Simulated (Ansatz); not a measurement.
**A self-consistent single point of BaTe (Fm-3m, 2 atoms in the cell) with Ansatz (a first-principles code)**

Method of the run: PBE (plane waves, PAW; Ansatz).

Input:

Ansatz 0.2 input:
```yaml
# BaTe
crystal:
  lattice:
    - [0.000000, 3.482500, 3.482500]
    - [3.482500, 0.000000, 3.482500]
    - [3.482500, 3.482500, 0.000000]
  atoms:
    - { symbol: Ba, position: [0.000000, 0.000000, 0.000000] }
    - { symbol: Te, position: [0.500000, 0.500000, 0.500000] }
basis:
  ecutwfc: 420.0
kpoints:
  mp_grid:
    grid: [6, 6, 6]
hamiltonian:
  xc: pbe
  pseudopotentials:
    kind: paw
scf:
  occupations:
    method: fermi_dirac
    width: 0.05
output:
  forces: true
  eigenvalues: true
  stress: true
```

Log, with long lists cut:

```
WARN ansatz: RAYON_NUM_THREADS=1 ignored (pool sized by the plan → 1); use --threads N
Pseudopotentials: kind: paw
Pseudopotential: Ba, paw, valence charge 10
Pseudopotential: Te, paw, valence charge 16
Crystal: 2 atoms, lattice volume = 84.470 Å³
Basis set: ecut = 420 eV, 1639 PW (Γ), exchange–correlation on 72×72×72 points (8 copies of the dense FFT grid, shifted against one another)
Bands: 17, of which v1, the nominal top of the filled ones, is band 13 counted from 1 (12 counted from 0)
Symmetry: 48 space group operations
Space group: Fm-3m (ITA 225), of the structure as read, at distance tolerance 4.4e-5 Å
k-points: 16 of 216
Initial density: superposition of atomic densities (neutral atoms: chi_scale 0, normalization atom), corrected by the library's trained network
Initial wavefunctions: pseudopotential atomic-orbital guess
Eigensolver: davidson
Functional: x = pbe(κ = 0.804, μ = 0.2195149727645171), c = pbe(β = 0.06672455060314922)
SCF iter   1: F=—  HF=-12933.123704 eV  |F-HF|=—  |Δ(HF+E_count)|=         —  Δρ=7.18e-4  dr2=1.16e-3  ethr=1.77e-3  ⟨swp⟩=9.0  Hψ=1739  notcnv=0
all-band conjugate gradients solve this SCF's bands
preconditioner: auto → none
SCF iter   2: F=—  HF=-12933.122820 eV  |F-HF|=—  |Δ(HF+E_count)|=   8.84e-4  Δρ=2.02e-4  dr2=3.22e-5  ethr=4.46e-6  ⟨swp⟩=2.6  Hψ=666  notcnv=0
SCF iter   3: F=—  HF=-12933.122862 eV  |F-HF|=—  |Δ(HF+E_count)|=   4.20e-5  Δρ=8.28e-5  dr2=3.30e-6  ethr=1.24e-7  ⟨swp⟩=2.2  Hψ=400  notcnv=0
SCF iter   4: F=—  HF=-12933.122874 eV  |F-HF|=—  |Δ(HF+E_count)|=   1.20e-5  Δρ=1.52e-5  dr2=2.02e-7  ethr=1.27e-8  ⟨swp⟩=2.8  Hψ=468  notcnv=0
iter 5 did not close the SCF: its close was put off for the readings that it lacked (scf_convergence_deferred on its scf_iter line)
SCF iter   5: F=-12933.122874 eV  HF=-12933.122874 eV  |F-HF|=9.86e-9  |Δ(HF+E_count)|=   3.20e-7  Δρ=3.85e-6  dr2=2.23e-8  ethr=7.78e-10  ⟨swp⟩=2.0  Hψ=480  notcnv=0
SCF iter   6: F=-12933.122874 eV  HF=-12933.122874 eV  |F-HF|=4.38e-10  |Δ(HF+E_count)|=   2.79e-9  Δρ=5.44e-7  dr2=2.18e-10  ethr=8.59e-11  ⟨swp⟩=3.2  Hψ=1198  notcnv=0
SCF 1 converged in 6 iterations: F = -12933.122874 eV  dr2 = 2.18e-10
SCF converged after 6 iterations
Free energy (F): -12933.122874 eV
Harris-Foulkes:  -12933.122874 eV  (|F-HF|=4.38e-10)
Internal energy: -12933.122874 eV  (E = F + TS)
E sigma→0 (E₀):  -12933.122874 eV
Fermi energy:    7.333748 eV
--- Per-component energies (eV) ---
  E_band       = -329.612463
  E_kinetic    = 350.060989
  E_local      = -1832.026617  (includes V_loc(G=0)·N_el)
  E_nonlocal   = -252.838512
  E_hartree    = 1031.655694
  E_xc         = -293.449341
  E_vxc        = -241.197785  (∫ρ·V_xc dr)
  E_paw        = -9888.813241  (= ΣΔE_a)
  E_vpaw       = -416.921213  (= ΣTr[D̂ρ^β])
  E_aug_tail   = -0.000160  (compensation charges beyond the density's cutoff)
  E_ewald      = -2047.711686
  E_smearing   = -0.000000  (= −TS)
  E_closure    = 0.000000  (closes the sum)
  Σ components = -12933.122874   (vs F -12933.122874, Δ=0.00e0)
--- Forces (eV/Å), atoms counted from 1 ---
  atom   1  Ba    -0.00000000     0.00000000     0.00000000
  atom   2  Te     0.00000000    -0.00000000     0.00000000
  max |Σ_I F_I| component: 3.19e-29 eV/Å
--- Stress (GPa, compression-positive) ---
        1.339940      -0.000000      -0.000000
       -0.000000       1.339940       0.000000
        0.000000      -0.000000       1.339940
  P = ⅓ Tr σ = 1.3399 GPa (13.399 kbar)
  The stress holds the Pulay correction. Without it, at fixed plane waves, as pw.x and ABINIT print it: P = 1.3308 GPa
--- Band table (eV; the first three rows and the last of 16) ---
  k-point 0: bands = ["-28.3542", "-28.3542", "-28.3447", "-28.3447", "-28.3447", "-20.3177", "-5.4773", "-5.4773", "-5.4773", "-2.9729", "6.5460", "6.5460", "6.5460", "9.5497", "9.5497", "9.5497", "9.5895"]
  k-point 1: bands = ["-28.3543", "-28.3543", "-28.3447", "-28.3447", "-28.3447", "-20.3141", "-5.6109", "-5.4801", "-5.4801", "-2.7659", "5.7639", "6.1840", "6.1840", "9.5770", "9.8793", "9.8793", "10.6553"]
  k-point 2: bands = ["-28.3543", "-28.3543", "-28.3446", "-28.3446", "-28.3446", "-20.3068", "-5.8362", "-5.4855", "-5.4855", "-2.3812", "4.7447", "5.6608", "5.6608", "9.9762", "10.7366", "10.7366", "12.0354"]
  k-point 15: bands = ["-28.3545", "-28.3542", "-28.3447", "-28.3445", "-28.3444", "-20.2979", "-5.6677", "-5.6245", "-5.6005", "-2.6000", "5.4906", "5.5423", "5.8395", "9.1346", "11.1166", "11.3669", "11.9632"]
```

The run converged in 6 iterations.

The starting cell has typed, rounded lattice constants, without a prior relaxation at this level. Its lattice was rescaled by up to half a per cent. Spin-orbit coupling is off. Ansatz's pressure includes its estimate of the finite-basis (Pulay) stress.
